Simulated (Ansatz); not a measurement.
Take SrBi$_{3}$ in the Cu3Au type structure (space group Pm-3m, No. 221; a = 4.9860 Å; a cell from a computed database, its experimental status unchecked; relaxed with 0.1 eV smearing) as the base. Axes: x, y, z lie along the cube axes.

The change: tensor shear ε_xy = +0.74 % (engineering shear γ = 0.0148); the atoms relax in the strained cell.

Levels (all Ansatz, a quantum-chemistry and plane-wave program, PAW): PBEsol (420 eV, no spin-orbit coupling); PBEsol+SOC (420 eV, noncollinear with spin-orbit coupling).

The geometry is relaxed with PBEsol.

```
Property           Value
---------------  -------
PBEsol pressure  0.0 GPa
```

With PBEsol+SOC at the same geometry, the pressure goes from zero to 0.6 GPa.

Single points use the geometry relaxed with PBEsol. Differences between runs with and without spin-orbit coupling are approximate. Whether these cells are dynamically stable was not tested.
